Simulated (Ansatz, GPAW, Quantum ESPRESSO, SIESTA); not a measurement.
## Na2AlGe2 (P4/mmm, 5 atoms in the cell) computed with different codes at matched settings

Self-consistent single point.

```
Na2AlGe2
1.0
    2.93429     0.00000     0.00000
    0.00000     2.93429     0.00000
    0.00000     0.00000    14.29703
Na Al Ge
2 1 2
Direct
  0.50000   0.50000   0.61045
  0.50000   0.50000   0.38955
  0.50000   0.50000   0.00000
  0.50000   0.50000   0.18303
  0.50000   0.50000   0.81697
```

Shared settings, as Ansatz (a quantum-chemistry and plane-wave program) writes them: kpoints.mp_grid.grid = 8 8 2; scf.occupations.method = gaussian; scf.occupations.width = 0.05 eV. Potentials and cutoffs stand in the table.

```csv
code,model,pressure (GPa),largest force (eV/Å),cutoff
Quantum ESPRESSO,"LDA (PZ), GBRV 1.5 ultrasoft (LDA) pseudopotentials",-3.43,0.276,50 Ry
Ansatz,"LDA (PW92), PAW files made with PBE",-3.37,0.272,420 eV
GPAW,"LDA (Perdew-Wang 92), GPAW PAW datasets LDA (gpaw-data 1.0.1)",-3.34,0.264,850 eV
SIESTA,"LDA PW92, numerical atomic orbitals DZP, PseudoDojo LDA standard norm-conserving potentials (rewritten from UPF to PSML)",-2.97,0.224,grid 400 Ry
```

Size of the force on each atom (eV/Å): Sizes of forces hide their directions.

```tsv
code	Na1	Na2	Al3	Ge4	Ge5
Quantum ESPRESSO	0.133	0.133	0.000	0.276	0.276
Ansatz	0.136	0.136	0.000	0.272	0.272
GPAW	0.133	0.133	0.000	0.264	0.264
SIESTA	0.077	0.077	0.000	0.224	0.224
```

The spread over the programs that give each value: pressure within 0.46 GPa; largest force within 0.052 eV/Å.

SIESTA uses small atom-centred bases, whose incompleteness enters pressures, forces and empty levels differently from a plane-wave cutoff. Ansatz's pressure is given at a fixed set of plane waves, as the other plane-wave codes print theirs. The same LDA comes in different parametrisations, which differ slightly.

The starting cell comes from a database of computed structures (which also holds hypothetical and non-ambient phases and stackings), without a prior relaxation at this level. Its lattice was rescaled by a random factor within 2.5 % of one.

Left out of this page: Elk (not drawn, or without a comparable value).

Keys are those of Ansatz 0.2.
